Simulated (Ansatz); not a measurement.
L1₀ (CuAu-type) FePt was calculated with BLYP in Ansatz (PAW).

Settings: plane-wave cutoff 520 eV, 20×20×16 k mesh (along the axes of the cell as run), Fermi–Dirac smearing 0.05 eV, spin-polarised with parallel moments, scalar-relativistic PAW data made under PBE.

Shape and atoms are relaxed at each volume.

Pressure at four volumes; x = ln(V/14.787 Å³). One pressure is withheld.

```tsv
V (Å³/atom)	x	P (GPa)
14.196	-0.0408	7.75
14.787	0.0000	0.00
15.083	0.0198	-3.22
15.379	0.0393	?
```

Q: Pass a parabola P(x) through the three rows shown, estimate the bulk modulus and its pressure derivative near zero pressure, and predict the withheld pressure.

A: Slopes between the rows: (0.00 − (7.75))/(0.0000 − (-0.0408)) = -189.95 and (-3.22 − (0.00))/(0.0198 − (0.0000)) = -162.63 GPa. Their difference over the span 0.0606 is c = 27.32/0.0606 = 450.8 GPa, so P(x) = 7.75 + (-189.95)(x − (-0.0408)) + 450.8 (x − (-0.0408))(x − (0.0000)). At the middle row B = −dP/dx = −[-189.95 + 450.8 × 0.0408] = 171.6 GPa, and B′ = dB/dP = 2c/B = 5.3. At x = 0.0393 the parabola gives -6.05 GPa; the run gives -6.06 GPa. The Birch–Murnaghan fit to the energies at all volumes has B0 = 171 GPa and B′ = 5.1.

Measured, for comparison: bulk modulus 208 GPa (room temperature, no zero-point or thermal correction; as tabulated in First-principles calculations on Fe-Pt nanoclusters of various morphologies). Computed (rounded) less measured: bulk modulus -18 %.

Note: the bulk modulus comes from volumes at which shape and atoms were relaxed.

Spin–orbit coupling is not included.

Ansatz is a quantum-chemistry and plane-wave program.
